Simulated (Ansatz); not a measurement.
# As (model structure, Fd-3m, No. 227, 2 atoms in the cell): properties by level of theory

```csv
level (code),equilibrium lattice constant a (Å),cohesive energy (eV/atom)
PBEsol (Ansatz),?,?
r²SCAN (Ansatz),?,2.44
r²SCAN+rVV10 (Ansatz),6.032,2.62
```

Problem. Some entries are withheld; supply them.

Solution. 
- PBEsol (Ansatz, an electronic-structure program), equilibrium lattice constant a (Å): 6.014
- PBEsol (Ansatz), cohesive energy (eV/atom): 3.02
- r²SCAN (Ansatz), equilibrium lattice constant a (Å): 6.061

Ansatz's density-functional and Hartree–Fock values are scalar-relativistic unless marked +SOC, with PAW data made under PBE.

Free atoms are spin-polarised, in the lowest state found; at levels without +SOC their spin–orbit coupling is left out.

The computed numbers hold no vibrational or temperature effects.

A model structure was made by putting elements into a prototype or built by hand; it is no filed structure, need not be a known phase, and can be a saddle point held by its symmetry.
